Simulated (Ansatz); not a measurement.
System: CsCl-type AuZn (cubic form, which distorts at low temperature). Method: PBE in Ansatz (PAW).

Input file:

Ansatz 0.2 input:
```yaml
crystal:
  lattice:
    - [3.1865114324, 0.0, 0.0]
    - [0.0, 3.1865114324, 0.0]
    - [0.0, 0.0, 3.1865114324]
  atoms:
    - { symbol: Zn, position: [0.5, 0.5, 0.5] }
    - { symbol: Au, position: [0.0, 0.0, 0.0] }
basis:
  ecutwfc: 520
  ecutrho_ratio: 4
  xc_grid: 2
kpoints:
  mp_grid: { grid: [18, 18, 18] }
hamiltonian:
  xc: pbe
  dispersion: none
  pseudopotentials: { kind: paw }
scf:
  occupations: { method: fermi_dirac, width: 0.05 }
  convergence: { dr2_threshold: 0.000000001 }
output:
  forces: true
  stress: true
  eigenvalues: true
```

Excerpt of the program's output:

```
WARN output.stress: scf.convergence.dr2_threshold = 1e-9 eV is looser than the 2e-10 eV advised for a printed stress (1e-10 eV for each atom of the cell: 2)
Crystal: 2 atoms, lattice volume = 32.355 Å³
Basis set: ecut = 520 eV, 895 PW (Γ), exchange–correlation on 48×48×48 points (8 copies of the dense FFT grid, shifted against one another)
Bands: 20, of which v1, the nominal top of the filled ones, is band 16 counted from 1 (15 counted from 0)
Symmetry: 48 space group operations
Space group: Pm-3m (ITA 221), of the structure as read, at distance tolerance 3.2e-5 Å
k-points: 220 of 5832
Functional: x = pbe(κ = 0.804, μ = 0.2195149727645171), c = pbe(β = 0.06672455060314922)
SCF iter   1: F=—  HF=-16468.788774 eV  |F-HF|=—  |Δ(HF+E_count)|=         —  Δρ=1.74e-3  dr2=8.96e-4
SCF iter   2: F=—  HF=-16468.789595 eV  |F-HF|=—  |Δ(HF+E_count)|=   8.21e-4  Δρ=9.43e-4  dr2=1.65e-4
  ...
SCF iter   7: F=—  HF=-16468.789607 eV  |F-HF|=—  |Δ(HF+E_count)|=  5.93e-10  Δρ=2.36e-6  dr2=1.33e-9
SCF iter   8: F=-16468.789607 eV  HF=-16468.789607 eV  |F-HF|=3.64e-12  |Δ(HF+E_count)|=  2.87e-10  Δρ=2.45e-7  dr2=1.45e-11
SCF 1 converged in 8 iterations: F = -16468.789607 eV  dr2 = 1.45e-11
SCF converged after 8 iterations
Free energy (F): -16468.789607 eV
Internal energy: -16468.786170 eV  (E = F + TS)
E sigma→0 (E₀):  -16468.787888 eV
Fermi energy:    16.274148 eV
--- Forces (eV/Å), atoms counted from 1 ---
  atom   1  Zn     0.00000000    -0.00000000     0.00000000
  atom   2  Au    -0.00000000     0.00000000     0.00000000
--- Stress (GPa, compression-positive) ---
       -0.009255       0.000000       0.000000
        0.000000      -0.009255       0.000000
        0.000000       0.000000      -0.009255
  P = ⅓ Tr σ = -0.0093 GPa (-0.093 kbar)
```

Note: symmetry holds this phase in the static calculation, where it need not be a minimum.

Ansatz is a first-principles code.
